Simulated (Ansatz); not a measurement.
Take Cs in the bcc (W type) structure (space group Im-3m, No. 229; a = 6.011 Å) as the base.

Method: plane-wave PAW DFT at the PBEsol level (Ansatz, a quantum-chemistry and plane-wave program, 420 eV), no spin-orbit coupling.

Before the change:

Volume per atom: 108.57 Å³

Now apply this change: cell and atoms relaxed at a pressure of 30 GPa.

Question: Predict the new volume per atom.

Answer: The volume per atom drops by 83.718 Å³ to 24.86 Å³.

Load acts through the strain it causes; cell and atoms are relaxed under it. No phonon test of stability was made. The final runs are not spin-polarised. Measured, Cs leaves this structure (for fcc) near 2.4 GPa (temperature not stated; as listed in Olga Degtyareva, NATO science for peace and security series. B, Physics and biophysics (2010)).
